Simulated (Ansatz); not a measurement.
MgO (I4/mmm), Ansatz (an electronic-structure program) with PBEsol, rigid bands: Condition of this run: uniaxial stress zz = -2 GPa (compression positive) (the target of the relaxation). band gap 4.56 eV, N_c = 5.27e18 cm⁻³ and N_v = 1.85e20 cm⁻³ at 300 K, conductivity masses along z (a = (0.00, 2.10, 2.12) Å; b = (2.10, 0.00, 2.12) Å; c = (2.10, 2.10, 0.00) Å) of 0.344 mₑ (electrons) and 2.32 mₑ (holes). Take k_BT = 0.02585 eV.

Q: Find the intrinsic carrier density and the intrinsic Fermi level.

A: n_i = √(N_c N_v) exp(−E_g/2k_BT) = 3.12e19 × exp(−88.19) = 1.6e-19 cm⁻³. The level lies (k_BT/2) ln(N_v/N_c) = 46 meV from mid-gap (positive towards the conduction band). Each 0.1 eV added to the gap lowers n_i by a factor of 6.9.

Q: A film of it is 8 nm thick, with its normal along the direction named. Estimate the confinement energies in an infinite well.

A: ħ²π²/(2m t²) = 0.376 eV·nm²/(m/mₑ × t²) gives 17.1 meV for electrons and 2.53 meV for holes, so the gap would widen to about 4.58 eV. Finite barriers and nonparabolic bands lower this, and with several valleys or bands the heaviest mass along the normal sets the lowest level, not this average.

Q: What thermal injection velocity √(2k_BT/πm) limits a ballistic channel along the direction named?

A: 9.17e6 cm/s for electrons and 3.53e6 cm/s for holes, a ratio of √(m_h/m_e) = 2.60, for dilute carriers.

Rigid, parabolic bands with the computed gap; masses take one relaxation time for all states. Spin-orbit coupling is left out.
